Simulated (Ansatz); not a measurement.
The reference is AlN in the wurtzite structure (space group P6_3mc, No. 186; a = 3.089 Å, c = 4.943 Å). Axes: x lies along a and z along c of the hexagonal cell.

Method: LDA, PAW, 420 eV (Ansatz, an electronic-structure program; no SOC).

Strains are applied to the cell and any free atomic positions relax.

One change was made to it. Results:

The valence-band top at Γ (three highest levels, from the VBM) changes from 0.00, -0.23, -0.23 eV to 0.00, -0.17, -0.17 eV; the electron mass goes from 0.32 mₑ (at Γ) to 0.30 mₑ along z, 0.32 mₑ across (at Γ); the band gap decreases by 0.02 eV, from 4.42 eV to 4.40 eV; the width of the top valence band falls by 0.04 eV to 2.40 eV.

Problem. What was done to the base?
A. uniaxial strain ε_zz = +3.00 %
B. uniaxial strain ε_zz = +2.40 %
C. uniaxial strain ε_zz = +0.60 %
D. uniaxial strain ε_zz = +1.80 %

Solution. C, uniaxial strain ε_zz = +0.60 %. For comparison, the band gap in the other runs: uniaxial strain ε_zz = +1.80 % gives 4.35 eV; uniaxial strain ε_zz = +3.00 % gives 4.26 eV; uniaxial strain ε_zz = +2.40 % gives 4.32 eV.

Effective masses come from finite differences of ±0.01 Å⁻¹. No phonon test of stability was made.
